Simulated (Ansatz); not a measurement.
Input and output of a zone-centre phonon calculation for a sheet of PtSe₂ (3 atoms in the cell) (Ansatz, an electronic-structure program).

Computed with PBE (plane waves, PAW; Ansatz).

```yaml
crystal:
  lattice:
    - [3.34780, 0.00000, 0.00000]
    - [-1.67390, 2.89928, 0.00000]
    - [0.00000, 0.00000, 17.19027]
  atoms:
    - { symbol: Pt, position: [0.66667, 0.33333, 0.50000] }
    - { symbol: Se, position: [0.33333, 0.66667, 0.40721] }
    - { symbol: Se, position: [0.33333, 0.66667, 0.59279] }
```

Reference input (self-consistent single point, DFT, PBE, plane waves, default PAW files): kpoints.mp_grid.grid = 6 6 1; hamiltonian.xc = pbe; hamiltonian.pseudopotentials = {kind: paw} (the program's default PAW files); scf.occupations.method = fermi_dirac; scf.occupations.width = 0.05 eV. This run's input differs from it in these lines:

```diff
@@ -16,6 +16,5 @@
   occupations: { method: fermi_dirac, width: 0.05 }
-output:
-  forces: true
-  eigenvalues: true
-  stress: true
+  convergence: { dr2_threshold: 1.0e-04 eV }
+phonons:
+  method: dfpt
```

The program printed (abridged):

```
SCF iter   1: F=—  HF=-23460.697111 eV  |F-HF|=—  |Δ(HF+E_count)|=         —  Δρ=4.10e-3  dr2=2.78e-2  ethr=1.77e-3  ⟨swp⟩=7.9  Hψ=1772  notcnv=0
all-band conjugate gradients solve this SCF's bands
preconditioner: auto → LDOS
SCF iter   2: F=—  HF=-23460.694507 eV  |F-HF|=—  |Δ(HF+E_count)|=   2.60e-3  Δρ=1.28e-3  dr2=4.69e-3  ethr=5.56e-5  ⟨swp⟩=2.8  Hψ=720  notcnv=0
SCF iter   3: F=—  HF=-23460.694484 eV  |F-HF|=—  |Δ(HF+E_count)|=   2.25e-5  Δρ=9.58e-4  dr2=2.08e-3  ethr=9.38e-6  ⟨swp⟩=3.0  Hψ=908  notcnv=0
SCF iter   4: F=—  HF=-23460.694054 eV  |F-HF|=—  |Δ(HF+E_count)|=   4.30e-4  Δρ=2.89e-4  dr2=3.79e-4  ethr=4.16e-6  ⟨swp⟩=2.0  Hψ=566  notcnv=0
iter 5 did not close the SCF: its close was put off for the readings that it lacked (scf_convergence_deferred on its scf_iter line)
SCF iter   5: F=-23460.694027 eV  HF=-23460.694024 eV  |F-HF|=2.68e-6  |Δ(HF+E_count)|=   3.04e-5  Δρ=7.80e-5  dr2=8.06e-6  ethr=7.59e-7  ⟨swp⟩=2.0  Hψ=558  notcnv=0
SCF iter   6: F=-23460.694028 eV  HF=-23460.694029 eV  |F-HF|=1.65e-6  |Δ(HF+E_count)|=   5.33e-6  Δρ=1.99e-5  dr2=2.29e-6  ethr=1.61e-8  ⟨swp⟩=12.0  Hψ=3553  notcnv=0
SCF 1 converged in 6 iterations: F = -23460.694028 eV  dr2 = 2.29e-6
DFPT response loops at Γ: preconditioner auto → none (partly filled bands, converged f_vac=0.622); β = 0.50; Broyden in place of MSR1
Free energy (F): -23460.694028 eV
Internal energy: -23460.667997 eV  (E = F + TS)
E sigma→0 (E₀):  -23460.681012 eV
Entropy (-TS):   -0.026030 eV (-8.677 meV/atom)
Fermi energy:    1.833713 eV
--- Phonons (Γ-DFPT): 4 representative perturbations + reference, on 13 of 36 k-points (Σ response iterations 17) ---
  k mesh reduced under 2 symmetry operations, with k and −k counted as one. Each operation leaves every solved perturbation unchanged …
  ASR residual: 3.575e-2 → 0.000e0 eV/Å²; symmetrization residual: 3.750e-5 eV/Å²
  ASR residual per site (eV/Å²): 3.58e-2 5.56e-3 5.56e-3
  Γ frequencies (cm⁻¹): 0.00 0.00 0.00 106.29 106.29 111.62 121.73 121.73 204.14
  non-analytic LO–TO correction: not included (Born effective charges unavailable; polar crystals: no LO–TO splitting at Γ)
```

The run converged in 6 iterations.  The full log also holds: “iter 5 did not close the SCF: its close was put off for the readings that it lacked (scf_convergence_deferred on its scf_iter line)”.

Summary of the result:
Free energy E − TS (on the zero of these files): -23460.6940 eV
Fermi level (on the code's own zero): 1.83 eV
Zone-centre frequencies (cm⁻¹; negative means imaginary): 0, 0, 0, 106, 106, 112, 122, 122, 204

The starting cell was generated: these elements placed on a structure prototype, without a prior relaxation; it need not be a known phase or ordering of this composition. Spin-orbit coupling is off. Spin polarisation is off.

Keys are those of Ansatz 0.2.
